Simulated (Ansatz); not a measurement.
Start from Si in the diamond structure (space group Fd-3m, No. 227).

```xyz
2
Lattice="0.0000 2.7010 2.7010 2.7010 0.0000 2.7010 2.7010 2.7010 0.0000" Properties=species:S:1:pos:R:3 pbc="T T T"
Si     0.0000     0.0000     0.0000
Si     1.3505     1.3505     1.3505
```

Level of theory: LDA, PAW, 420 eV (Ansatz, a first-principles code; no SOC).

For the base:

| Property | Result |
|---|---|
| Band gap | 0.45 eV |

Modification: an isotropic linear strain of −1.50 %; the atoms relax in the strained cell.

### Question
How does this affect the energy relative to the base and band gap?

### Answer
The energy goes up by 13 meV/atom; the band gap falls by 0.084 eV (0.45 eV → 0.36 eV).

Stability against distortions was not tested.
